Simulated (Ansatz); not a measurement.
Results of HSE06 (plane waves, PAW; Ansatz, an electronic-structure program) for AlN (model structure, Fm-3m, No. 225, 6 atoms in the cell; like a known high-pressure phase).

Numerical settings: plane-wave cutoff 460 eV, 9×9×4 k mesh (along the axes of the cell as run), Fermi–Dirac smearing 0.01 eV, scalar-relativistic PAW data made under PBE.

The cell is the one relaxed with PBEsol. Conventional cell: a = 4.0453 Å, b = 4.0453 Å, c = 4.0453 Å, α = 90.00°, β = 90.00°, γ = 90.00°.

```xyz
6
Lattice="2.8604 0.0000 0.0000 -1.4302 2.4772 0.0000 0.0000 0.0000 7.0066" Properties=species:S:1:pos:R:3 pbc="T T T"
Al     1.9069     0.0000     4.6711
Al    -0.9535     1.6515     2.3355
Al     0.4767     0.8257     0.0000
N      1.9070     0.0000     1.1678
N     -0.9535     1.6515     5.8388
N      0.4767     0.8257     3.5033
```

List the 15 lowest band energies at Γ above −25 eV (eV, relative to the valence band maximum), grouping those that round alike.

At Γ: -19.17, -16.98 (×2), -6.72 (×2), -0.92 (×4), 0.00 (×3), 7.18, 7.95 (×2).

Note: the run warned that its exchange threshold was loose for the stress; cell and atoms aren't relaxed at this level (pressure -3.1 GPa).

A model structure was made by putting elements into a prototype or built by hand; it is no filed structure, need not be a known phase, and can be a saddle point held by its symmetry.
